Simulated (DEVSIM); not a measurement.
Structure: Si p+/n-/n+ power diode, at 250 K.

```tsv
layer (left to right)	material	thickness (μm)	Nd (cm⁻³)	Na (cm⁻³)	τn (s)	τp (s)
1	Si	4.00	-	3.1e18	1.5e-5	1.5e-5
2	Si	23.0	5.3e14	-	1.5e-5	1.5e-5
3	Si	2.20	1.3e18	-	1.5e-5	1.5e-5
```

Left contact: ohmic. Right contact: ohmic. Voltage is applied to the left contact. Recombination: SRH at mid-gap, radiative, Auger. Mobility is μmin + (μ − μmin)/(1 + (N/Nref)^α).

Constants are typed, rounded textbook-type inputs, not results; the design itself was drawn at random and stands for no fabricated device. Values at 300 K; Nc and Nv go as T^1.5, mobilities as T to minus their exponent, the gap by Varshni's rule with the affinity fixed.

| parameter | Si |
|---|---|
| gap (eV) | 1.124 |
| affinity (eV) | 4.05 |
| permittivity | 11.7 |
| Nc (cm⁻³) | 2.86e19 |
| Nv (cm⁻³) | 3.1e19 |
| μn (cm²/Vs) | 1417 |
| μp (cm²/Vs) | 470 |
| μn,min | 52 |
| μp,min | 45 |
| Nref,n | 9.7e16 |
| Nref,p | 2.2e17 |
| αn | 0.68 |
| αp | 0.72 |
| T exponent of μn | 2.3 |
| T exponent of μp | 2.2 |
| B (cm³/s) | 4.7e-15 |
| Cn (cm⁶/s) | 2.8e-31 |
| Cp (cm⁶/s) | 9.9e-32 |
| Varshni α (eV/K) | 0.000473 |
| Varshni β (K) | 636 |

Simulated with DEVSIM: 1D drift-diffusion, Boltzmann statistics, complete ionisation; no tunnelling, impact ionisation, image-force lowering or self-heating.

The thickness of layer 3 was swept, all else fixed.

```tsv
thickness of layer 3 (μm)	dark forward voltage at 1 A/cm² (V)	dark forward voltage at 100 A/cm² (V)
0.44	0.799	0.915
0.77	0.809	0.922
1.3	0.817	0.929
2.2	0.825	0.935
3.7	___	___
6.6	0.838	0.947
11	0.842	0.951
```

Problem. Some entries are withheld; supply them.

Solution. 
- 3.7, dark forward voltage at 1 A/cm² (V): 0.832
- 3.7, dark forward voltage at 100 A/cm² (V): 0.941
